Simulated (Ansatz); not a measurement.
Start from C in the diamond structure (space group Fd-3m, No. 227).

```xyz
2
Lattice="0.0000 1.7659 1.7659 1.7659 0.0000 1.7659 1.7659 1.7659 0.0000" Properties=species:S:1:pos:R:3 pbc="T T T"
C      0.0000     0.0000     0.0000
C      0.8829     0.8829     0.8829
```

Cartesian axes are those of the cell as printed.

All numbers come from LDA (Ansatz, a program for electronic structure), scalar-relativistic without spin-orbit coupling.

Base values:

* **Band gap**: 4.17 eV

One thing is altered: compressive biaxial strain of 2.08 % in the plane normal to [111], as in epitaxy on a mismatched substrate; the out-of-plane cell vector and the atoms relax.

**Question.** Estimate the effect on the energy relative to the base, ratio −ε⊥/ε∥ and band gap.

**Answer.** The energy grows by 21 meV/atom; the ratio −ε⊥/ε∥ comes out as 0.12; the band gap rises by 0.02 eV, from 4.17 eV to 4.19 eV.

Semilocal Kohn–Sham gaps tend to fall short of experiment. Stability against distortions was not tested.
